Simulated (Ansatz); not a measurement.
For GaSb (model structure, P6₃/mmc, No. 194, 4 atoms in the cell), PBE-D3(BJ) (Ansatz, a quantum-chemistry and plane-wave program, plane waves, PAW) gives:

- lattice parameter a = 3.906 Å
- lattice parameter c = 7.087 Å
- cohesive energy = 3.00 eV/atom

### Question
What does r²SCAN in Ansatz (PAW) give for the same quantities?

### Answer

- lattice constant a: 3.994 Å (increases by 2.3 %)
- lattice parameter c: 6.913 Å (falls by 2.5 %)
- cohesive energy: 2.60 eV/atom (falls by 0.40 eV/atom)

Changes are worked out from the printed values.

Unless a cell is named, each level is at its own relaxed cell (PBE-D3(BJ) 23.40, r²SCAN 23.88 Å³/atom).

Levels without +SOC leave out spin–orbit coupling, which shifts energies and cells of such heavy elements.

Ansatz's density-functional and Hartree–Fock values are scalar-relativistic unless marked +SOC, with PAW data made under PBE.

A model structure was made by putting elements into a prototype or built by hand; it is no filed structure, need not be a known phase, and can be a saddle point held by its symmetry.
